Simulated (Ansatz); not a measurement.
We look at the energy of one form of Lu over another. The value is E(A) − E(B), in meV per atom.

A: Lu (P6₃/mmc), 4 atoms in the cell, k-point mesh 24×24×6 on the run's own vectors.
```yaml
crystal:
  lattice:
    - [3.47283, 0.00000, 0.00000]
    - [-1.73642, 3.00756, 0.00000]
    - [0.00000, 0.00000, 11.13429]
  atoms:
    - { symbol: Lu, position: [0.00000, 0.00000, 0.00000] }
    - { symbol: Lu, position: [0.00000, 0.00000, 0.50000] }
    - { symbol: Lu, position: [0.33333, 0.66667, 0.25000] }
    - { symbol: Lu, position: [0.66667, 0.33333, 0.75000] }
```

B: Lu (hcp, P6₃/mmc), 2 atoms in the cell, k-point mesh 24×24×12 on the run's own vectors.
```
Lu
1.0
    3.50639     0.00000     0.00000
   -1.75320     3.03662     0.00000
    0.00000     0.00000     5.48205
Lu
2
Direct
  0.33333   0.66667   0.25000
  0.66667   0.33333   0.75000
```

Computed with Ansatz (plane waves, PAW), its default PAW set, cutoff 420 eV, 500 eV for r2SCAN. The structures are at rest with PBE; other levels are single points on them. Neutral cells; Fermi-Dirac smearing of at most 0.10 eV in the solids, energies taken to zero width. The lattices are those relaxed with PBE, so at other levels the solids can be strained, which adds to the spread. A dispersion term (D3(BJ), or D4 for r2SCAN) was computed beside these levels and is taken off wherever the name lacks it. Static lattices, no vibrational contributions. The runs are scalar-relativistic, without spin-orbit coupling.

### Question
Give the value at the level r2SCAN.

### Answer
28 meV/atom for A less B, so Lu (hcp, P6₃/mmc) (B) lies lower.

### Question
How does the value move with the functional?

### Answer
```csv
Functional,value (meV/atom),less r2SCAN
PBE,21,-7
```

The levels shown span 7 meV/atom, from PBE (21) to r2SCAN (28).

Ansatz is a quantum-chemistry and plane-wave program.
